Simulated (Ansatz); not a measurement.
The parent structure is Si in the diamond structure (space group Fd-3m, No. 227; a = 5.444 Å). Axes: x, y, z lie along the cube axes.

Calculations: r2SCAN/PAW in Ansatz (an electronic-structure program), spin-orbit coupling left out.

Now apply this change: biaxial strain +2.50 %, plane normal [111], relaxed out of plane (Cartesian); in-plane vectors clamped, the third vector and the atoms free.

### Question
Estimate the effect on the out-of-plane strain.

### Answer
The out-of-plane strain comes out as -0.97 %.

Whether these cells are dynamically stable was not tested.
